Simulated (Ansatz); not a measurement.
Take Cu₂Te (space group P6/mmm, No. 191; a cell from a computed database, its experimental status unchecked; layered, stacked along the Cartesian z axis) as the base.

Cu$_{2}$Te has the hexagonal space group P6/mmm (No. 191), Pearson symbol hP6. Cell: a = 4.233 Å, b = 4.233 Å, c = 8.451 Å, α = 90.00°, β = 90.00°, γ = 120.00°. Cu on 4h sees 4 Cu at 2.444–2.513 Å and 3 Te at 2.641 Å. Te on 2e has 6 Cu at 2.641 Å. (Neighbours: up to the widest gap in distance over summed covalent radii, below 1.35, at either atom; cation-cation and far metal-metal contacts left out.)

Method: Ansatz (a first-principles code), r2SCAN+rVV10, PAW, cutoff 500 eV, without spin-orbit coupling.

For the base:

The In-plane lattice parameter a is 4.233 Å and the shortest interatomic distance is 2.444 Å. The band gap is zero.

Now apply this change: a free-standing slab of 3 layers (18 atoms, 6 a layer) is cut normal to the stacking axis, with 15 Å of vacuum and the in-plane cell relaxed.

Task: Predict the new in-plane lattice parameter a, excess energy per area of both faces, thickness between the outermost nuclei, shortest interatomic distance and band gap.

Result: The in-plane lattice parameter a increases by 0.002 Å, from 4.233 Å to 4.235 Å; the excess energy per area of both faces (slab less bulk energy over the cell's area: twice a surface energy) is 0.2 J/m² (uncertain by up to 0.2 J/m²); the thickness between the outermost nuclei comes out as 21.43 Å; the shortest interatomic distance stays essentially unchanged (2.444 Å against 2.445 Å); the band gap stays zero.

Slab and bulk use different k-meshes, which limits the precision of the excess energy. Stability against distortions was not tested. All final runs are without spin polarisation.
